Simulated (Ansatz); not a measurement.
A (8,0) BN nanotube has 32 atoms in a period of 4.338 Å, a mean diameter of 6.48 Å, and lies 129 meV/atom over the flat sheet relaxed at the same level.

Calculation: PBE (plane waves to 420 eV, PAW; Ansatz, an electronic-structure program). Mesh 1×1×8. No spin polarisation. One-dimensional cell, images about 11 Å apart. An idealised model, rolled from the flat sheet. Only distortions within the start's symmetry and period were free.

**Question.** Which bending rigidity of the sheet does this imply in the thin-plate picture?

**Answer.** A plate bent to radius R stores D/(2R²) an area. The area an atom is π × 6.48 × 4.338/32 = 2.76 Å², so the stored energy is 0.129/2.76 = 0.0467 eV/Å². With R = 3.240 Å, D = 2R² × 0.0467 = 0.98 eV.
